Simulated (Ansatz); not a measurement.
The starting structures come from a database of crystals and need not be the phases stable at ambient conditions.

Data:

```xyz
2
Lattice="3.9434 0.0000 0.0000 0.0000 3.9434 0.0000 1.9717 -1.9717 2.7337" Properties=species:S:1:pos:R:3 pbc="T T T"
Mg     0.0000     0.0000     0.0000
Se     1.9717     1.9717     0.0000
```

The cell is strained (lengths across the current scaled by 1.02, ions clamped); by r2SCAN it stands under a pressure of -2.2 GPa.

Transport runs along the normal of the first two printed cell vectors, the (001) (indices of the unstrained crystal) plane of the conventional cell.

The gap is the functional's own. No spin-orbit coupling. Mid-gap values are those at the computed energy nearest the middle.

Give the band gap and the smallest decay constant κ at mid-gap that r2SCAN (Ansatz, a first-principles code) yields.

Gap 2.32 eV on a 12×12×12 mesh; κ = 0.193 1/Å, at the zone centre.
